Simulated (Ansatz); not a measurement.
The starting structures come from a database of crystals and need not be the phases stable at ambient conditions.

Tunnelling through a barrier is set by its complex band structure: the current falls as exp(−2κd) with the smallest κ.

Input:

```yaml
crystal:
  lattice:
    - [5.68321, 0.00000, 0.00000]
    - [2.84160, 6.84399, -0.08483]
    - [2.84160, -1.14760, 2.59956]
  atoms:
    - { symbol: Cu, position: [0.50000, 0.00000, 0.00000] }
    - { symbol: Cu, position: [0.00000, 0.00000, 0.00000] }
    - { symbol: I, position: [0.22374, 0.27626, 0.77626] }
    - { symbol: I, position: [0.27626, 0.72374, 0.22374] }
```

Space group of this cell: P4/nmm. The cell was relaxed by PBE-D3(BJ); by r2SCAN its mean pressure is 1.5 GPa.

Transport runs along the normal of the first two printed cell vectors, the (111) plane of the conventional cell.

The gap is the functional's own, uncorrected, and κ follows it; spin-orbit coupling is left out. Mid-gap values are interpolated between the computed energies.

**Question.** Estimate the band gap and the smallest decay constant κ at mid-gap that r2SCAN (Ansatz, a quantum-chemistry and plane-wave program) returns for this system.

**Answer.** Gap 2.03 eV on a 12×12×12 mesh; κ = 0.182 1/Å, at the zone centre.
